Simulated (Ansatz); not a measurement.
The reference is BeTe in the rock salt structure (space group Fm-3m, No. 225; a = 5.3616 Å; a hypothetical phase, not in the database extracts checked; relaxed with 0.1 eV smearing). Axes: x, y, z lie along the cube axes.

Calculations: PBE (Ansatz, a first-principles code), scalar-relativistic without spin-orbit coupling, earlier PAW set.

A first run, uniaxial strain ε_xx = −1.21 %, gives secant values C11 ≈ 120 GPa and C12 ≈ 45 GPa from its stress. A second run applies biaxial strain +0.96 %, plane normal [001], relaxed out of plane.

Question: What does linear elasticity predict for −ε⊥/ε∥ in the second run, and what does the run give?

Answer: Linear elasticity: 2 C12/C11 = 0.75. The run gives 0.76; any difference comes from nonlinear terms at these strains and numerical noise.

No phonon test of stability was made. All final runs are without spin polarisation.
